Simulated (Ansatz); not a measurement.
The starting structures come from a database of crystals and need not be the phases stable at ambient conditions.

By PBEsol, the system below comes out a metal.

A figure of merit of an interconnect metal is its ballistic conductance per area.

```yaml
crystal:
  lattice:
    - [3.42818, 0.00000, 0.00000]
    - [-1.71409, 9.82165, 0.00000]
    - [0.00000, 0.00000, 4.29947]
  atoms:
    - { symbol: Zr, position: [0.56171, 0.12342, 0.25000] }
    - { symbol: Zr, position: [0.43829, 0.87658, 0.75000] }
    - { symbol: Zr, position: [0.69501, 0.39002, 0.75000] }
    - { symbol: Zr, position: [0.30499, 0.60998, 0.25000] }
    - { symbol: Rh, position: [0.94356, 0.88712, 0.25000] }
    - { symbol: Rh, position: [0.05644, 0.11288, 0.75000] }
    - { symbol: Rh, position: [0.83197, 0.66394, 0.75000] }
    - { symbol: Rh, position: [0.16803, 0.33606, 0.25000] }
```

Space group of this cell: Cmcm. The cell is taken as given; by PBEsol its mean pressure is -4.2 GPa.

The current flows along the normal of the first two printed cell vectors. No spin-orbit coupling; the value is a mean over 0.1 eV about the Fermi level.

State the ballistic conductance per area according to PBEsol (Ansatz, an electronic-structure program).

0.40 × 10¹⁵ S/m² for both spins.
